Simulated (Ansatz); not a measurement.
SnC under load (space group R3m), PBE with spin-orbit coupling, rigid bands run with Ansatz (an electronic-structure program). Condition of this run: biaxial stress in (111) of 2.5 GPa (compression positive) (the target of the relaxation). Band gap 0.83 eV, N_c = 7.17e17 cm⁻³ and N_v = 2.34e19 cm⁻³ at 300 K, conductivity masses of 0.101 mₑ (electrons) and 0.582 mₑ (holes). Take k_BT = 0.02585 eV.

Problem. Find the intrinsic carrier density and the intrinsic Fermi level.

Solution. n_i = √(N_c N_v) exp(−E_g/2k_BT) = 4.10e18 × exp(−16.05) = 4.4e11 cm⁻³. The level lies (k_BT/2) ln(N_v/N_c) = 45 meV from mid-gap (positive towards the conduction band). Each 0.1 eV added to the gap lowers n_i by a factor of 6.9.

Problem. What thermal injection velocity √(2k_BT/πm) limits a ballistic channel?

Solution. 1.69e7 cm/s for electrons and 7.05e6 cm/s for holes, a ratio of √(m_h/m_e) = 2.40, for dilute carriers.

Problem. A film of it is 5 nm thick. Estimate the confinement energies in an infinite well.

Solution. ħ²π²/(2m t²) = 0.376 eV·nm²/(m/mₑ × t²) gives 149 meV for electrons and 25.8 meV for holes, so the gap would widen to about 1.00 eV. Finite barriers and nonparabolic bands lower this, and with several valleys or bands the heaviest mass along the normal sets the lowest level, not this average.

Rigid bands with the computed gap; masses take one relaxation time for all states. Geometry: cell and atoms relaxed with PBEsol.

Computed structure with no diffraction record at hand here (it may be known, metastable or hypothetical): SnC under load (space group R3m).
